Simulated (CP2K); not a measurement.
Band structure of SbPbBrO₂ (I4mm, 5 atoms in the cell).

```yaml
crystal:
  lattice:
    - [7.07097, 0.00000, 0.00000]
    - [4.88456, 5.11270, 0.00000]
    - [-5.97776, -2.55635, 2.78029]
  atoms:
    - { symbol: Sb, position: [0.32895, 0.32895, 0.00000] }
    - { symbol: Pb, position: [0.63881, 0.63881, 0.00000] }
    - { symbol: Br, position: [0.99801, 0.99801, 0.00000] }
    - { symbol: O, position: [0.75502, 0.25502, 0.50000] }
    - { symbol: O, position: [0.25502, 0.75502, 0.50000] }
```

Level of theory: LDA (Pade form), GPW, DZVP-MOLOPT-SR-GTH basis, GTH-PADE potentials (GTH_POTENTIALS) in CP2K.

Settings: CUTOFF = 450 Ry; REL_CUTOFF = 50 Ry; KPOINTS/SCHEME = MONKHORST-PACK 7 7 7; XC_FUNCTIONAL = PADE; Sb/BASIS_SET = DZVP-MOLOPT-SR-GTH-q5; Sb/POTENTIAL = GTH-PADE-q5; Pb/BASIS_SET = DZVP-MOLOPT-SR-GTH-q4; Pb/POTENTIAL = GTH-PADE-q4; Br/BASIS_SET = DZVP-MOLOPT-SR-GTH-q7; Br/POTENTIAL = GTH-PADE-q7; O/BASIS_SET = DZVP-MOLOPT-SR-GTH-q6; O/POTENTIAL = GTH-PADE-q6; METHOD = GPW; EPS_DEFAULT = 1e-10.

The starting cell comes from a database of computed structures (which also holds hypothetical and non-ambient phases and stackings), without a prior relaxation at this level. Spin-orbit coupling is off. Values carry the incompleteness of an atom-centred basis.

**Question.** Predict the gap along the standard path and the places of the band edges.

**Answer.** The gap along the path is 1.24 eV, from a point between Z and S1 to Z; the smallest direct gap on it is 2.05 eV.

Levels in eV from the top of the valence band on the SCF mesh, bands 11 to 15:
```
point     11     12     13     14    15
-----  -----  -----  -----  -----  ----
Γ      -1.72  -1.29  -1.29  -0.73  1.63
X      -2.09  -1.71  -1.45  -0.63  2.03
Y      -2.09  -1.77  -1.55  -0.67  2.17
S      -1.97  -1.04  -0.94  -0.03  3.22
Z      -1.40  -1.18  -1.18  -0.95  1.26
S1     -1.97  -1.04  -0.94  -0.03  3.22
N      -1.71  -1.13  -0.94  -0.10  3.15
P      -2.11  -1.71  -1.63  -0.63  2.67
Y1     -2.09  -1.77  -1.55  -0.67  2.17
```

Higher empty bands are left out: an atom-centred basis made for the valence describes them poorly.
